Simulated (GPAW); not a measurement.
Input and output of a relaxation of cell and atoms for Li3Rh (Fm-3m, 4 atoms in the cell) (GPAW).

Computed with PBEsol, GPAW PAW datasets PBEsol (made by gpaw-setup) (plane waves; GPAW).

```xyz
4
Lattice="0.0000 2.9814 2.9814 2.9814 0.0000 2.9814 2.9814 2.9814 0.0000" Properties=species:S:1:pos:R:3 pbc="T T T"
Li     1.4907     1.4907     1.4907
Li     4.4721     4.4721     4.4721
Li     2.9814     2.9814     2.9814
Rh     0.0000     0.0000     0.0000
```

Reference input (self-consistent single point, DFT PBEsol, plane waves, GPAW PAW datasets PBEsol (made by gpaw-setup)): mode = pw; ecut = 600 eV; xc = PBEsol; kpts = 5 5 5; mesh shift (steps) = 0 0 0; occupations.name = fermi-dirac; occupations.width = 0.1 eV; nbands = -6; convergence.density = 1e-05 e/electron; convergence.energy = 1e-05 eV/electron; convergence.bands = -4; symmetry.symmorphic = false. This run's input differs from it in these lines:

```diff
@@ -1,2 +1,4 @@
 from ase import Atoms
+from ase.filters import FrechetCellFilter
+from ase.optimize import BFGS
 from ase.units import GPa
@@ -25,2 +27,10 @@
 
+target = FrechetCellFilter(atoms)
+
+opt = BFGS(target, logfile='-')
+converged = opt.run(fmax=0.05, steps=40)
+print('Relaxation converged:', converged)
+print('Cell:', atoms.cell.cellpar().round(4))
+print(atoms.get_scaled_positions().round(5))
+
 energy = atoms.get_potential_energy()
```

Output, abridged:

```
     iter     time        total  log10-change:
                         energy   eigst   dens
iter:   1 --:--:--   -15.103259   +0.45
iter:   2 --:--:--   -14.439991   -1.25  -1.04
iter:   3 --:--:--   -13.991506   -1.13  -1.21
iter:   4 --:--:--   -14.002302   -2.24  -1.61
iter:   5 --:--:--   -14.048836   -1.84  -1.70
iter:   6 --:--:--   -14.055000   -2.49  -2.31
iter:   7 --:--:--   -14.054988   -3.13  -2.33
iter:   8 --:--:--   -14.052295   -3.38  -2.29
iter:   9 --:--:--   -14.050847   -3.46  -2.54
iter:  10 --:--:--   -14.050898   -4.36  -3.09
iter:  11 --:--:--   -14.050931c  -4.60  -3.10
iter:  12 --:--:--   -14.051137   -4.09  -3.11
iter:  13 --:--:--   -14.051117   -5.32  -3.29
iter:  14 --:--:--   -14.051023c  -4.75  -3.38
iter:  15 --:--:--   -14.051047c  -5.09  -3.33
iter:  16 --:--:--   -14.051054c  -6.09  -4.16
iter:  17 --:--:--   -14.051054c  -6.80  -4.46
iter:  18 --:--:--   -14.051048c  -6.31  -4.47
iter:  19 --:--:--   -14.051061c  -6.18  -4.06
iter:  20 --:--:--   -14.051057c  -7.30  -4.06
iter:  21 --:--:--   -14.051049c  -6.55  -4.48
iter:  22 --:--:--   -14.051053c  -7.44c -4.29
iter:  23 --:--:--   -14.051053c  -8.94c -5.13c
Converged after 23 iterations.

Dipole moment: (-0.000000, -0.000000, -0.000000) |e|*Ang

Energy contributions relative to reference atoms: (reference = -130672.769066)

Kinetic:         +5.778399
Potential:       -4.026791
External:        +0.000000
XC:             -15.619872
Entropy (-ST):   -0.023729
Local:           -0.170924
SIC:             +0.000000
--------------------------
Free energy:    -14.062918
Extrapolated:   -14.051053

Showing only first 2 kpts
 Kpt  Band  Eigenvalues  Occupancy
  0     7      2.47497    1.99922
  0     8      2.47497    1.99922
  0     9      8.86021    0.00000
  0    10      8.86021    0.00000

  1     7      2.11413    1.99998
  1     8      2.57395    1.99791
  1     9      6.99042    0.00000
  1    10      6.99042    0.00000

Fermi level: 3.26017

Gap: 0.624 eV
Transition (v -> c):
   [... lines left out ...]
Direct gap: 0.691 eV
   [... lines left out ...]
  2 Li    0.00000   -0.00000    0.00000
  3 Rh    0.00000   -0.00000    0.00000

      Step     Time          Energy          fmax
BFGS:    0 --:--:--      -14.062918        0.008607
Relaxation converged: True
Cell: [ 4.2164  4.2164  4.2164 60.     60.     60.    ]
[[0.25 0.25 0.25]
 [0.75 0.75 0.75]
 [0.5  0.5  0.5 ]
 [0.   0.   0.  ]]
Energy (eV): -14.051053
Stress (GPa, Voigt): [0.1041 0.1041 0.1041 0.     0.     0.    ]
```

The run converged. GPAW prints stress with tension positive. 

Summary of the result:
- Free energy E − TS (from the program's reference atoms): -14.0629 eV
- Top of the valence band (on the code's own zero): 2.91 eV
- Gap on the k-point mesh: 0.62 eV
- Pressure: -0.10 GPa
- Final cell: a = 4.2164 Å, b = 4.2164 Å, c = 4.2164 Å, α = 60.00°, β = 60.00°, γ = 60.00°
- Final volume per atom: 13.25 Å³
- Relaxation steps: 0

The starting cell comes from a database of computed structures (which also holds hypothetical and non-ambient phases and stackings), without a prior relaxation at this level. The relaxation keeps the symmetry of its start, so its end need not be a minimum.
